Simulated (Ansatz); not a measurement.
Start from a 12-atom supercell of Mg2Sn (space group Fm-3m, No. 225) at its relaxed geometry.

```
CELL_PARAMETERS angstrom
     -6.74604     0.00000     0.00000
      0.00000     0.00000     6.74604
      0.00000     6.74604     0.00000
ATOMIC_POSITIONS crystal
  Sn 0.00000 0.00000 0.00000
  Sn 0.50000 0.00000 0.50000
  Sn 0.50000 0.50000 0.00000
  Sn 0.00000 0.50000 0.50000
  Mg 0.75000 0.25000 0.25000
  Mg 0.25000 0.25000 0.75000
  Mg 0.25000 0.75000 0.25000
  Mg 0.75000 0.75000 0.75000
  Mg 0.25000 0.75000 0.75000
  Mg 0.75000 0.75000 0.25000
  Mg 0.75000 0.25000 0.75000
  Mg 0.25000 0.25000 0.25000
```

Method: Ansatz (a first-principles code), PBEsol, PAW, cutoff 420 eV, spin-orbit coupling left out.

Before the change:

- Pressure = 0.0 GPa

Now apply this change: a neutral Sn interstitial (started 2.64 Å from the nearest host atom), atoms relaxed at fixed cell, starting from a slightly rattled geometry.

Q: What happens to the largest displacement of a host atom from its site in the perfect cell, pressure and final site of the added atom?

A: The largest displacement of a host atom from its site in the perfect cell amounts to 0.06 Å; the pressure goes from zero to 3.6 GPa; the final site of the added atom amounts to 8 Mg at 2.98 Å and 6 Sn at 3.37–3.38 Å.

In so small a cell the defect repeats every few ångströms: this is an ordered compound, not a dilute defect. The defect cell is not spin-polarised.
